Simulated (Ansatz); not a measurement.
FeCo, pressure series

Start from FeCo in the CsCl type structure (space group Pm-3m, No. 221; ferromagnetic).

```cif
data_CoFe
_chemical_formula_sum 'Fe1 Co1'
_space_group_name_H-M_alt 'Pm-3m'
_space_group_IT_number 221
_space_group_name_Hall '-P 4 2 3'
_cell_length_a 2.80034
_cell_length_b 2.80034
_cell_length_c 2.80034
_cell_angle_alpha 90.000
_cell_angle_beta 90.000
_cell_angle_gamma 90.000
loop_
_atom_site_label
_atom_site_type_symbol
_atom_site_symmetry_multiplicity
_atom_site_Wyckoff_symbol
_atom_site_fract_x
_atom_site_fract_y
_atom_site_fract_z
_atom_site_occupancy
Fe1 Fe 1 a 0.00000 0.00000 0.00000 1
Co1 Co 1 b 0.50000 0.50000 0.50000 1
```

Cell and atoms are relaxed at each pressure.

Computed with PBEsol (Ansatz, a first-principles code, PAW, no spin-orbit coupling).

Notes on the quantities. enthalpy: H = E + PV relative to the base's energy.

```json
[
 {"case": "base", "largest site moment": "2.71 μB", "enthalpy": "–", "lattice parameter a": "5.292 bohr"},
 {"case": "pressure −2 GPa", "largest site moment": "2.73 μB", "enthalpy": "-0.14 eV/atom", "lattice parameter a": "5.308 bohr"},
 {"case": "pressure −1 GPa", "largest site moment": "2.72 μB", "enthalpy": "-0.07 eV/atom", "lattice parameter a": "___"},
 {"case": "pressure 0.9 GPa", "largest site moment": "2.71 μB", "enthalpy": "+0.06 eV/atom", "lattice parameter a": "5.285 bohr"},
 {"case": "pressure 2.1 GPa", "largest site moment": "2.70 μB", "enthalpy": "+0.14 eV/atom", "lattice parameter a": "5.275 bohr"},
 {"case": "pressure 4.5 GPa", "largest site moment": "2.68 μB", "enthalpy": "+0.31 eV/atom", "lattice parameter a": "5.257 bohr"},
 {"case": "pressure 9 GPa", "largest site moment": "2.65 μB", "enthalpy": "+0.61 eV/atom", "lattice parameter a": "5.226 bohr"},
 {"case": "pressure 15 GPa", "largest site moment": "2.62 μB", "enthalpy": "+1.00 eV/atom", "lattice parameter a": "5.187 bohr"},
 {"case": "pressure 22.5 GPa", "largest site moment": "2.58 μB", "enthalpy": "+1.47 eV/atom", "lattice parameter a": "5.145 bohr"},
 {"case": "pressure 30 GPa", "largest site moment": "2.55 μB", "enthalpy": "+1.94 eV/atom", "lattice parameter a": "5.107 bohr"}
]
```

Fill in the withheld entries from the trend.


- pressure −1 GPa, lattice parameter a: 5.300 bohr

The magnetic state is the one reached from the starting moments; the real material's order can differ, and small cells can't hold many antiferromagnetic ones. Load acts through the strain it causes; cell and atoms are relaxed under it. Stability against distortions was not tested. Competing high-pressure phases were not computed.
